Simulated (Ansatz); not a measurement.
# GaN, response to strain

Base system: GaN in the zinc blende structure (space group F-43m, No. 216).

```
GaN
1.0
    0.00000     2.22769     2.22769
    2.22769     0.00000     2.22769
    2.22769     2.22769     0.00000
Ga N
1 1
Cartesian
  0.00000   0.00000   0.00000
  1.11384   1.11384   1.11384
```

Cartesian axes are those of the cell as printed.

Strains are applied to the cell and any free atomic positions relax; under biaxial strain the out-of-plane vector relaxes too.

The values are results of LDA in Ansatz (plane waves to 420 eV, PAW, scalar-relativistic without spin-orbit coupling), not measurements.

Notes on the quantities. energy relative to the base: free energy F.

```tsv
biaxial strain, plane normal [111], relaxed out of plane (%)	energy relative to the base (meV/atom)
-2.5	21.2
-1.67	?
-1.25	5.2
-0.83	2.3
-0.42	0.6
0	0.0
```

Problem. Fit ΔE = Aε² + Bε³ (ε in %) to the rows shown and predict the withheld row.

Solution. Least squares on the printed values gives A = 3.28 and B = -0.045 meV/atom (largest residual 0.0 meV/atom); this predicts 9.4 meV/atom, and the run gives 9.3 meV/atom, in agreement.

Whether these cells are dynamically stable was not tested. This is not the structure that GaN has at room temperature and ambient pressure.

Ansatz is an electronic-structure program.
